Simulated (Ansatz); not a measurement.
We consider L1₂ (Cu3Au-type) CuAu3, described by LDA (Ansatz, an electronic-structure program, PAW).

Settings: plane-wave cutoff 500 eV, 14×14×14 k mesh, Fermi–Dirac smearing 0.1 eV, no spin polarisation, scalar-relativistic PAW data made under PBE.

Computed at the level's own relaxed cell.

### Question
What does this level give for the equilibrium volume per atom and lattice constant a?

### Answer

- equilibrium volume per atom: 15.26 Å³/atom
- lattice constant a: 3.937 Å

The run finds no gap.

Spin–orbit coupling is not included; it can shift volumes and moduli of such heavy elements.

The computed numbers hold no vibrational or temperature effects.

It cost roughly 2.6 core-minutes of CPU time.
